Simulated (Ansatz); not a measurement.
Consider interstitial Na in rock-salt MgO, charge state +1. All values below come from HSE06, atoms relaxed with HSE06 at the PBE lattice, PAW (plane waves to 420 eV; Ansatz, a first-principles code).

Cell of 64 host sites held at the relaxed PBE lattice; the Γ point alone; Fermi-Dirac width 0.01 eV, spin-restricted; finite-size errors left in. Static, classical nuclei. The charge state is imposed; whether it is stable for some Fermi level was not computed. Sites that were not tried may lie lower.

Relaxed starting cell (atoms counted from 1):

```yaml
crystal:
  lattice:
    - [8.50724, 0.00000, 0.00000]
    - [0.00000, 8.50724, 0.00000]
    - [0.00000, 0.00000, 8.50724]
  atoms:
    - { symbol: Mg, position: [0.99940, 0.99963, 0.00040] }
    - { symbol: Mg, position: [0.99520, 0.99544, 0.50138] }
    - { symbol: Mg, position: [0.99520, 0.50060, 0.99621] }
    - { symbol: Mg, position: [0.99871, 0.50208, 0.50286] }
    - { symbol: Mg, position: [0.50037, 0.99543, 0.99620] }
    - { symbol: Mg, position: [0.50186, 0.99895, 0.50286] }
    - { symbol: Mg, position: [0.50186, 0.50209, 0.99972] }
    - { symbol: Mg, position: [0.52427, 0.52452, 0.52530] }
    - { symbol: O, position: [0.25001, 0.99893, 0.99971] }
    - { symbol: O, position: [0.24808, 0.99638, 0.50264] }
    - { symbol: O, position: [0.24808, 0.50186, 0.99716] }
    - { symbol: O, position: [0.24057, 0.50938, 0.51015] }
    - { symbol: O, position: [0.74992, 0.00004, 0.00081] }
    - { symbol: O, position: [0.75103, 0.99893, 0.50071] }
    - { symbol: O, position: [0.75103, 0.49993, 0.99970] }
    - { symbol: O, position: [0.75356, 0.50187, 0.50264] }
    - { symbol: Mg, position: [0.99871, 0.24810, 0.24887] }
    - { symbol: Mg, position: [0.99521, 0.24958, 0.75552] }
    - { symbol: Mg, position: [0.99520, 0.75475, 0.25036] }
    - { symbol: Mg, position: [0.99940, 0.75055, 0.75133] }
    - { symbol: Mg, position: [0.52426, 0.22567, 0.22645] }
    - { symbol: Mg, position: [0.50186, 0.24809, 0.75201] }
    - { symbol: Mg, position: [0.50186, 0.75124, 0.24887] }
    - { symbol: Mg, position: [0.50037, 0.75476, 0.75553] }
    - { symbol: O, position: [0.24057, 0.24081, 0.24159] }
    - { symbol: O, position: [0.24808, 0.24831, 0.75457] }
    - { symbol: O, position: [0.24808, 0.75379, 0.24909] }
    - { symbol: O, position: [0.25001, 0.75125, 0.75202] }
    - { symbol: O, position: [0.75356, 0.24831, 0.24909] }
    - { symbol: O, position: [0.75102, 0.25025, 0.75203] }
    - { symbol: O, position: [0.75102, 0.75126, 0.25102] }
    - { symbol: O, position: [0.74992, 0.75015, 0.75092] }
    - { symbol: Mg, position: [0.24786, 0.99895, 0.24887] }
    - { symbol: Mg, position: [0.24935, 0.99544, 0.75552] }
    - { symbol: Mg, position: [0.22546, 0.52447, 0.22648] }
    - { symbol: Mg, position: [0.24786, 0.50208, 0.75201] }
    - { symbol: Mg, position: [0.75453, 0.99543, 0.25036] }
    - { symbol: Mg, position: [0.75032, 0.99964, 0.75132] }
    - { symbol: Mg, position: [0.75100, 0.50208, 0.24887] }
    - { symbol: Mg, position: [0.75453, 0.50059, 0.75553] }
    - { symbol: O, position: [0.99870, 0.99893, 0.25102] }
    - { symbol: O, position: [0.99980, 0.00003, 0.75093] }
    - { symbol: O, position: [0.99614, 0.50186, 0.24909] }
    - { symbol: O, position: [0.99870, 0.49994, 0.75202] }
    - { symbol: O, position: [0.50163, 0.99637, 0.24909] }
    - { symbol: O, position: [0.49971, 0.99893, 0.75203] }
    - { symbol: O, position: [0.50918, 0.50942, 0.24153] }
    - { symbol: O, position: [0.50163, 0.50187, 0.75459] }
    - { symbol: Mg, position: [0.24786, 0.24809, 0.99972] }
    - { symbol: Mg, position: [0.22546, 0.22571, 0.52524] }
    - { symbol: Mg, position: [0.24935, 0.75475, 0.99621] }
    - { symbol: Mg, position: [0.24786, 0.75123, 0.50286] }
    - { symbol: Mg, position: [0.75453, 0.24959, 0.99620] }
    - { symbol: Mg, position: [0.75100, 0.24809, 0.50286] }
    - { symbol: Mg, position: [0.75032, 0.75055, 0.00041] }
    - { symbol: Mg, position: [0.75453, 0.75475, 0.50137] }
    - { symbol: O, position: [0.99870, 0.25024, 0.99971] }
    - { symbol: O, position: [0.99614, 0.24832, 0.50264] }
    - { symbol: O, position: [0.99980, 0.75016, 0.00080] }
    - { symbol: O, position: [0.99870, 0.75125, 0.50072] }
    - { symbol: O, position: [0.50163, 0.24831, 0.99715] }
    - { symbol: O, position: [0.50917, 0.24077, 0.51019] }
    - { symbol: O, position: [0.49971, 0.75126, 0.99970] }
    - { symbol: O, position: [0.50164, 0.75381, 0.50265] }
    - { symbol: Na, position: [0.37493, 0.37510, 0.37587] }
```
Cell charge +1.

End state 1 differs by these moves (Å; atoms that move under 0.08 Å are left out):

```
atom  element     Δx     Δy     Δz
----  -------  -----  -----  -----
8          Mg  -0.42   0.00   0.00
12          O   0.05  -0.06  -0.06
16          O   0.05   0.06   0.06
21         Mg  -0.42   0.00   0.00
25          O   0.05   0.06   0.06
29          O   0.05  -0.06  -0.06
35         Mg   0.20  -0.19   0.19
39         Mg   0.20   0.19  -0.19
47          O  -0.16   0.00   0.00
50         Mg   0.20   0.19  -0.19
54         Mg   0.20  -0.19   0.19
62          O  -0.16   0.00   0.00
65         Na   2.12   0.00   0.00
```

Question: Estimate the forward and backward barriers to end state 1 that HSE06, atoms relaxed with HSE06 at the PBE lattice, PAW returns for this input.

Answer: forward 0.54 eV, backward 0.54 eV; at the saddle point atom 65 has neighbours Mg at 2.06, Mg at 2.07; 2 O at 1.90, 2 O at 2.45 Å. The saddle point's order was not checked, and it lies on a symmetry element of the cell, where a band can be held.
